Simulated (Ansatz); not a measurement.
TiB2 (space group P6/mmm, No. 191)

```cif
data_B2Ti
_chemical_formula_sum 'Ti1 B2'
_space_group_name_H-M_alt 'P 1'
_space_group_IT_number 1
_cell_length_a 2.99392
_cell_length_b 2.99392
_cell_length_c 3.15953
_cell_angle_alpha 90.000
_cell_angle_beta 90.000
_cell_angle_gamma 120.000
loop_
_space_group_symop_operation_xyz
  'x, y, z'
loop_
_atom_site_label
_atom_site_type_symbol
_atom_site_fract_x
_atom_site_fract_y
_atom_site_fract_z
_atom_site_occupancy
Ti1 Ti 0.00000 0.00000 0.00000 1
B1 B 0.66667 0.33333 0.50000 1
B2 B 0.33333 0.66667 0.50000 1
```

All numbers come from DFT with LDA, PAW potentials and a 420 eV plane-wave cutoff in Ansatz (an electronic-structure program), scalar-relativistic without spin-orbit coupling. Γ-centred 13×13×10 mesh, Fermi–Dirac width 0.05 eV.

| Property | Result |
|---|---|
| Volume per atom | 8.18 Å³ |
| Density | 4.70 g/cm³ |
| Band gap | zero |
| Total energy | -917.768 eV/atom (σ→0; compares only within this code and set-up) |

Stability against distortions was not tested. All final runs are without spin polarisation.
